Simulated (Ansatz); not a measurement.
Base system: SnO in the litharge type structure (space group P4/nmm, No. 129; a = 3.7927 Å, c = 4.7644 Å; layered, stacked along the Cartesian z axis). Axes: x, y, z lie along a, b, c of the conventional cell.

Calculations: r2SCAN+rVV10/PAW in Ansatz (a quantum-chemistry and plane-wave program), no spin-orbit coupling, earlier PAW set.

For the base:

The pressure comes out as 0.0 GPa. The volume per atom comes out as 17.13 Å³.

The change: compressive biaxial strain of 0.49 % in the plane normal to [001], as in epitaxy on a mismatched substrate; the out-of-plane cell vector and the atoms relax.

Question: What happens to the pressure and volume per atom?

Answer: The pressure (mean of the normal stresses, compression positive) goes from zero to 0.6 GPa; the volume per atom shrinks by 0.12 Å³ to 17.01 Å³.

A case with no gap was solved on a k-mesh chosen for an insulator, which is coarse for it. No phonon test of stability was made. The final runs are not spin-polarised.
